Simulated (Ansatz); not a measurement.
Density of states of AlP (F-43m) above the conduction band minimum, HSE06, rigid bands run with Ansatz (a first-principles code); cell volume 40.9 Å³.

(energy from edge (eV), 10⁻³ states/eV/cell): (0.006, 12.7); (0.031, 31.4); (0.056, 42.8); (0.081, 52.8); (0.106, 61.8); (0.131, 70.0); (0.156, 78.7); (0.181, 86.7); (0.206, 94.0); (0.231, 103); (0.256, 111); (0.281, 119); (0.319, 131); (0.344, 141); (0.369, 150); (0.394, 158); (0.419, 166); (0.444, 176); (0.469, 186); (0.494, 196); (0.519, 204); (0.544, 215); (0.569, 223); (0.594, 235)

**Question.** What effective density of states at 300 K does this give (∫ g(E) exp(−E/k_BT) dE, both spins, divided by the cell's size)?

**Answer.** 1.6e19 cm⁻³, a density-of-states mass of 0.74 mₑ, valleys and band degeneracy included.

Spin-orbit coupling is left out. Geometry: cell and atoms relaxed with PBEsol.
